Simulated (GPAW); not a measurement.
Pressure against volume in rock-salt HfN (space group 225) (GPAW, PBEsol)

```yaml
crystal:
  lattice:
    - [0.00000, 2.19438, 2.19438]
    - [2.19438, 0.00000, 2.19438]
    - [2.19438, 2.19438, 0.00000]
  atoms:
    - { symbol: Hf, position: [0.00000, 0.00000, 0.00000] }
    - { symbol: N, position: [0.50000, 0.50000, 0.50000] }
```

Method: PBEsol, GPAW PAW datasets PBEsol (made by gpaw-setup) (plane waves; GPAW). Settings: mode = pw; ecut = 1040 eV; xc = PBEsol; kpts = 22 22 22; mesh shift (steps) = 0 0 0; occupations.name = fermi-dirac; occupations.width = 0.05 eV; nbands = -6; symmetry.symmorphic = false; symmetry.tolerance = 0.0005; maxiter = 100. The cell above is the first row's. The rows scale it uniformly. In all rows fractional positions and the k mesh are held.

| V (Å^3/atom) | P (GPa) |
|---|---|
| 10.567 | 27.30 |
| 10.796 | 18.99 |
| 11.026 | 11.53 |
| 11.256 | 4.82 |
| 11.485 | -1.19 |
| 11.715 | -6.59 |
| 11.945 | -11.45 |
| 12.175 | -15.82 |
| 12.404 | ? |

Using a cubic, estimate the missing P at V = 12.404 from the other rows, showing the fit.

With u = V - 11.4, the rows have u = -0.8330, -0.6040, -0.3740, -0.1440, 0.0850, 0.3150, 0.5450, 0.7750. Least squares gives P = 0.963 - 25.8072·u + 6.1285·u² - 1.0031·u³. Residuals (row less fit): 0.007, -0.017, 0.005, 0.011, -0.003, 0.000, -0.006, 0.004; standard error 0.012 (degrees of freedom: 4). The fitted pressure is zero at V0 = 11.44, where dP/dV = -25.35, so B0 = -V0·dP/dV = 290 GPa. At the withheld row, u = 1.0040, so P = 0.963 - 25.8072 × 1.0040 + 6.1285 × 1.0040² - 1.0031 × 1.0040³ = -19.785 GPa. The calculation gives -19.73 GPa, 0.055 GPa above the prediction (0.1 % of the range of P in the table). The row lies outside the fitted rows, so this is an extrapolation. From the scatter of the fitted rows alone, a prediction at this place has a standard error of 0.031 GPa, so the miss is 1.8 times that.

Carrying the step between the two nearest rows on in a straight line would have given -20.17, off by 0.44; series whose last step already gives the withheld value aren't shown. The scan was laid around a cell of about the measured size, scaled by a guess for this functional. The runs keep the symmetry of the cell, so they don't test it for distortions. Spin-orbit coupling is off. Cutoffs and mesh are single choices, not tested for convergence of this quantity. Series with a scatter that would blur these digits, or in which a gap closes, are not shown.
